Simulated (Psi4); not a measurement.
Psi4 1.11, B3LYP/def2-svp: Zr(Br)3(I) ([Br][Zr]([Br])([Br])[I]), 5 atoms. The geometry is a generated start, not checked to be a minimum at this level.

* **task**: energy
* **method**: b3lyp
* **basis**: def2-svp
* **memory**: 3 GB
* **maxiter**: 100
* **keys of the molecule block**: symmetry c1
* **scf_type**: df (default)
* **guess**: auto, which took SAD (default)
* **scf_initial_accelerator**: adiis (default)
* **e_convergence**: 1e-06 (default)
* **d_convergence**: 1e-06 (default)
* **dft_radial_points**: 75 (default)
* **dft_spherical_points**: 302 (default)
* **effective core potentials**: those of the basis set, past Kr
* **basis functions**: 153
* **grid points**: 108357

```xyz
5

Zr    -0.1309    -0.1065    -0.0120
Br     1.9959    -0.4204    -1.3074
Br     0.8867     0.4449     2.2163
Br    -0.5849     2.2543    -0.7344
I     -2.1669    -2.1724    -0.1625
```

Charge 0 and multiplicity 1 are set for this test and not shown to be the ground state.

One run each on 2 threads. Values of diis_max_vecs tried: 3, 6, 10 (default), 20.

Q: Which value of diis_max_vecs needs the fewest SCF iterations, and what happens away from it?

A: Fewest SCF iterations, within one of each other: 6 with 11, 10 (default) with 11, 20 with 11. The count rises to 24 at 3. All converge to one solution.

```csv
diis_max_vecs,SCF iterations,end
3,24,same solution
6,11,same solution
10 (default),11,same solution
20,11,same solution
```
